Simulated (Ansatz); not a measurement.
Levels about the gap of amorphous Zr20O43Lu2 (65 atoms in a cell of 842 Å³, 5.65 g/cm³; zone centre alone, so wide bands show as single levels with stretches between that a denser mesh fills), at the geometry that PBE relaxed, where it gives -1.6 GPa on a denser mesh. Exact exchange is cut at the faces of this small cell, which leaves a finite-size error. The participation number counts the atoms over which a state spreads; weights are charges in smoothed Voronoi cells. The levels come from a single point, so bond lengths are those of that geometry. Method of the levels: HSE06, scalar-relativistic without spin-orbit coupling (Ansatz, a quantum-chemistry and plane-wave program). Sampling: the zone centre alone; Fermi-Dirac width 0.02 eV; no spin polarisation.

The cell was made by melting and quenching with the CHGNet potential and then relaxed with DFT. O atoms were pushed apart under 1.9 Å during the dynamics, to hinder bonds among them. The hot cell started wider than the set density and was brought back towards it in steps. It is the lowest in DFT energy of 2 quenches. It is a model cell: composition and starting density were chosen by hand, and all elements were melted together. No dispersion term was used. Its density started from a set value of 5.65 and ended at 5.65 g/cm³. Cooling (nominally 450 K/ps over its main leg) ran many orders faster than in experiment, which tends to leave more defects and strain. A cell of this size samples the disorder only roughly. The volume was held where the preparation left it and the shape relaxed, at a PBE pressure of -1.6 GPa (tension). Stress components on the final sampling reach 1.8 GPa.

```json
[
 {"E - E(highest filled), eV": "-0.33", "filling": "filled", "participation number": "25.4", "largest on": "O, 3 neighbours", "weight O": "0.95", "weight Zr": "0.05", "weight Lu": "0.01"},
 {"E - E(highest filled), eV": "-0.29", "filling": "filled", "participation number": "26.9", "largest on": "O, 3 neighbours", "weight O": "0.94", "weight Zr": "0.05", "weight Lu": "0.01"},
 {"E - E(highest filled), eV": "-0.22", "filling": "filled", "participation number": "18.4", "largest on": "O, 3 neighbours", "weight O": "0.94", "weight Zr": "0.05", "weight Lu": "0.01"},
 {"E - E(highest filled), eV": "-0.19", "filling": "filled", "participation number": "21.7", "largest on": "O, 3 neighbours", "weight O": "0.95", "weight Zr": "0.05", "weight Lu": "0.01"},
 {"E - E(highest filled), eV": "-0.12", "filling": "filled", "participation number": "12.1", "largest on": "O, 2 neighbours", "weight O": "0.95", "weight Zr": "0.05", "weight Lu": "0.00"},
 {"E - E(highest filled), eV": "-0.07", "filling": "filled", "participation number": "17.1", "largest on": "O, 3 neighbours", "weight O": "0.95", "weight Zr": "0.04", "weight Lu": "0.01"},
 {"E - E(highest filled), eV": "0.00", "filling": "filled", "participation number": "14.4", "largest on": "O, 3 neighbours", "weight O": "0.95", "weight Zr": "0.04", "weight Lu": "0.01"},
 {"E - E(highest filled), eV": "5.28", "filling": "empty", "participation number": "14.9", "largest on": "Zr, 7 neighbours", "weight O": "0.37", "weight Zr": "0.62", "weight Lu": "0.01"},
 {"E - E(highest filled), eV": "5.33", "filling": "empty", "participation number": "17.0", "largest on": "Zr, 6 neighbours", "weight O": "0.35", "weight Zr": "0.65", "weight Lu": "0.00"},
 {"E - E(highest filled), eV": "5.49", "filling": "empty", "participation number": "24.9", "largest on": "Zr, 7 neighbours", "weight O": "0.34", "weight Zr": "0.66", "weight Lu": "0.01"},
 {"E - E(highest filled), eV": "5.56", "filling": "empty", "participation number": "27.0", "largest on": "Zr, 6 neighbours", "weight O": "0.35", "weight Zr": "0.65", "weight Lu": "0.01"},
 {"E - E(highest filled), eV": "5.67", "filling": "empty", "participation number": "21.1", "largest on": "Zr, 7 neighbours", "weight O": "0.34", "weight Zr": "0.65", "weight Lu": "0.01"},
 {"E - E(highest filled), eV": "5.70", "filling": "empty", "participation number": "23.4", "largest on": "Zr, 6 neighbours", "weight O": "0.35", "weight Zr": "0.64", "weight Lu": "0.01"},
 {"E - E(highest filled), eV": "5.81", "filling": "empty", "participation number": "19.6", "largest on": "Zr, 7 neighbours", "weight O": "0.33", "weight Zr": "0.67", "weight Lu": "0.01"}
]
```

Most localised among these is the filled level at -0.12 eV, on a O atom, which has 2 neighbours (Zr 1.99 Å, Zr 1.99 Å).
